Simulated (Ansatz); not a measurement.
**Response to strain in GaSb**

Start from GaSb in the zinc blende structure (space group F-43m, No. 216; a = 6.1324 Å). Axes: x, y, z lie along the cube axes.

Strains are applied to the cell and any free atomic positions relax; under biaxial strain the out-of-plane vector relaxes too.

Computed with DFT with r2SCAN, PAW potentials and a 500 eV plane-wave cutoff in Ansatz (a first-principles code), no spin-orbit coupling.

Notes on the quantities. in-plane stress: mean in-plane stress (compression positive); energy relative to the base: free energy F.

```csv
case,in-plane stress,out-of-plane strain,energy relative to the base
base,–,–,0 meV/atom
"biaxial strain +0.50 %, plane normal [001], relaxed out of plane",-0.4 GPa,-0.42 %,+0.4 meV/atom
"biaxial strain +1.00 %, plane normal [001], relaxed out of plane",-0.9 GPa,-0.85 %,+1.6 meV/atom
"biaxial strain +1.50 %, plane normal [001], relaxed out of plane",-1.3 GPa,-1.28 %,+3.5 meV/atom
"biaxial strain +2.00 %, plane normal [001], relaxed out of plane",(withheld),(withheld),(withheld)
"biaxial strain +2.50 %, plane normal [001], relaxed out of plane",–,–,+9.6 meV/atom
```

### Question
What belongs in the blanks?

### Answer

- biaxial strain +2.00 %, plane normal [001], relaxed out of plane, in-plane stress: -1.7 GPa
- biaxial strain +2.00 %, plane normal [001], relaxed out of plane, out-of-plane strain: -1.71 %
- biaxial strain +2.00 %, plane normal [001], relaxed out of plane, energy relative to the base: +6.2 meV/atom

Stability against distortions was not tested. The final runs are not spin-polarised.
